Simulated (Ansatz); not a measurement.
## Response to strain in Ga2O3

Take Ga2O3 in the corundum structure (space group R-3c, No. 167; a = 5.058 Å, c = 13.623 Å (hexagonal axes)) as the base. Axes: x lies along a and z along c of the hexagonal cell.

Strains are applied to the cell and any free atomic positions relax; under biaxial strain the out-of-plane vector relaxes too.

Calculations: PBE/PAW in Ansatz (an electronic-structure program), no spin-orbit coupling.

```tsv
biaxial strain, plane normal [001], relaxed out of plane (%)	out-of-plane strain (%)
0	0.00
0.75	?
1.5	-1.02
2.25	-1.52
3	-2.00
```

### Question
Fit ε⊥ = −νε + γε² (strains in %) to the rows shown and predict the withheld row.

### Answer
Least squares on the printed values gives ν = 0.70 (the biaxial Poisson response) and γ = 0.010 (largest residual 0.00 %); this predicts -0.52 %, and the run gives -0.52 %, in agreement.

No phonon test of stability was made.
